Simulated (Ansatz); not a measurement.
## Response to strain in SnSe2

Take SnSe$_{2}$ in the CdI2 type structure (space group P-3m1, No. 164; a = 3.8258 Å, c = 6.2309 Å; layered, stacked along the Cartesian z axis) as the base. Axes: x lies along a and z along c of the hexagonal cell.

Strains are applied to the cell and any free atomic positions relax.

The values are results of r2SCAN+rVV10 (Ansatz, a first-principles code, PAW, spin-orbit coupling left out), not measurements.

Candidates:
(a) uniaxial strain ε_zz = −2.70 %
(b) uniaxial strain ε_xx = +0.75 %
(c) strain tensor (xx, yy, zz, yz, xz, xy) = (−1.91, −0.92, +0.57, +0.75, +0.66, +0.72) %
(d) strain tensor (xx, yy, zz, yz, xz, xy) = (+2.10, −0.11, −1.02, +2.00, −0.39, −1.56) %

Notes on the quantities. energy relative to the base: free energy F.

Problem. Order them by energy relative to the base, highest first.

Solution. (d) strain tensor (xx, yy, zz, yz, xz, xy) = (+2.10, −0.11, −1.02, +2.00, −0.39, −1.56) % (+7.8 meV/atom), (c) strain tensor (xx, yy, zz, yz, xz, xy) = (−1.91, −0.92, +0.57, +0.75, +0.66, +0.72) % (+6.0 meV/atom), (a) uniaxial strain ε_zz = −2.70 % (+1.9 meV/atom), (b) uniaxial strain ε_xx = +0.75 % (+0.5 meV/atom)

No phonon test of stability was made.
